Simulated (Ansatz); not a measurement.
## Hf: element substitutions

Consider Hf in the hcp (Mg type) structure (space group P6_3/mmc, No. 194; a = 3.204 Å, c = 5.069 Å).

Each row replaces one element on all its sites; cell and atoms are relaxed.

All numbers come from Ansatz (a quantum-chemistry and plane-wave program), PBE, PAW, cutoff 420 eV, without spin-orbit coupling.

| case | density | c/a ratio |
|---|---|---|
| base | 13.15 g/cm³ | 1.582 |
| Hf → Sc | 3.03 g/cm³ | 1.556 |
| Hf → Lu | 9.99 g/cm³ | 1.557 |
| Hf → Zr | 6.48 g/cm³ | 1.601 |

Whether these cells are dynamically stable was not tested. The final runs are not spin-polarised.
